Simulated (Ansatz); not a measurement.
Results of r²SCAN in Ansatz (plane waves, PAW) for Si (model structure, I-43m, No. 217, 23 atoms in the cell).

Numerical settings: plane-wave cutoff 560 eV, 6×6×6 k mesh, Fermi–Dirac smearing 0.01 eV, scalar-relativistic PAW data made under PBE.

Cell (relaxed at this level):

Space group I-43m (No. 217); a = b = c = 10.062 Å, α = β = γ = 90.00°

| atom | site | symmetry | x | y | z |
|---|---|---|---|---|---|
| Si | 2a | -43m | 0.0000 | 0.0000 | 0.0000 |
| Si | 8c | .3m | 0.1358 | 0.1358 | 0.1358 |
| Si | 12d | -4.. | 0.0000 | 0.2500 | 0.5000 |
| Si | 24g | ..m | 0.0847 | 0.0847 | 0.3567 |
(The calculation used a cell of 23 atoms; values per cell refer to that cell.)

Task: Estimate the band gap and Γ–Γ gap that the calculation returns.

Result: 
- band gap: 1.51 eV (on the SCF k mesh)
- Γ–Γ gap: 2.12 eV

Note: the relaxation could raise the start's symmetry but not lower it, so the cell can be a saddle point.

Static lattice: no zero-point or thermal effects.

Cost on a shared machine: around 10 core-minutes (rough).

A model structure was made by putting elements into a prototype or built by hand; it is no filed structure, need not be a known phase, and can be a saddle point held by its symmetry.

Ansatz is a quantum-chemistry and plane-wave program.
